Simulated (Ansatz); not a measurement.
The reference is BN in the wurtzite structure (space group P6_3mc, No. 186; a = 2.5232 Å, c = 4.1751 Å). Axes: x lies along a and z along c of the hexagonal cell.

Level of theory: LDA (Ansatz, a quantum-chemistry and plane-wave program), no SOC.

One thing is altered: uniaxial strain ε_xx = +1.20 %, all other strain components held at zero, atoms relaxed at fixed cell.

Question: Predict the stress tensor and what it implies for the stiffness.

Answer: Stress of the strained cell less that of the base (GPa, compression positive):
```
 -11.40    0.00    0.00
   0.00   -1.71    0.00
   0.00    0.00   -0.76
```

Then −Δσ_ii/ε with ε = 0.0120 gives relaxed-ion elastic constants: C11 ≈ 950 GPa, C12 ≈ 143 GPa and C13 ≈ 64 GPa.

Whether these cells are dynamically stable was not tested.
